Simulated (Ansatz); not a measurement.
The reference is ZnO in the wurtzite structure (space group P6_3mc, No. 186).

```xyz
4
Lattice="3.2795 0.0000 0.0000 -1.6397 2.8401 0.0000 0.0000 0.0000 5.2937" Properties=species:S:1:pos:R:3 pbc="T T T"
Zn     0.0000     1.8934     0.0077
Zn     1.6397     0.9467     2.6546
O      0.0000     1.8934     2.0145
O      1.6397     0.9467     4.6613
```

Cartesian axes are those of the cell as printed.

Level of theory: DFT with PBE, PAW potentials and a 420 eV plane-wave cutoff in Ansatz (a quantum-chemistry and plane-wave program), without spin-orbit coupling.

For the base:

```
Property                Value
-------------  --------------
Electron mass  0.14 mₑ (at Γ)
```

Now apply this change: tensile biaxial strain of 3.00 % in the plane normal to [001], as in epitaxy on a mismatched substrate; the out-of-plane cell vector and the atoms relax.

**Question.** What does the calculation give for the ratio −ε⊥/ε∥, in-plane stress and electron mass after the change?

**Answer.** The ratio −ε⊥/ε∥ is 0.96; the mean in-plane stress (compression positive) amounts to -5.8 GPa; the electron mass becomes 0.14 mₑ out of plane, 0.13 mₑ in plane (at Γ) (base: 0.14 mₑ (at Γ)).

The levels and masses belong to the bands next to the band gap. Effective masses come from finite differences of ±0.01 Å⁻¹. No phonon test of stability was made.
